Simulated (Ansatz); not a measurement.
Start from GaN in the zinc blende structure (space group F-43m, No. 216; a = 4.4554 Å). Axes: x, y, z lie along the cube axes.

All numbers come from Ansatz (a quantum-chemistry and plane-wave program) LDA, without spin-orbit coupling.

Base values:

Valence-band top at Γ: 0.00, 0.00, 0.00 eV
Valley order: Γ 1.96 eV; X along ⟨100⟩ 3.27 eV

Perturbation: uniaxial strain ε_zz = +1.00 %, all other strain components held at zero, atoms relaxed at fixed cell.

Predict the new valence-band top at Γ and valley order.

The valence-band top at Γ (three highest levels, from the VBM) goes from 0.00, 0.00, 0.00 eV to 0.00, 0.00, -0.05 eV; the valley order (the lowest conduction-band minima on the path, energy above the VBM, named in the base's zone) goes from Γ 1.96 eV; X along ⟨100⟩ 3.27 eV to Γ 1.87 eV; X along [010] 3.23 eV; X along [001] 3.30 eV.

The levels and masses belong to the bands next to the band gap. Whether these cells are dynamically stable was not tested. This is not the structure that GaN has at room temperature and ambient pressure.
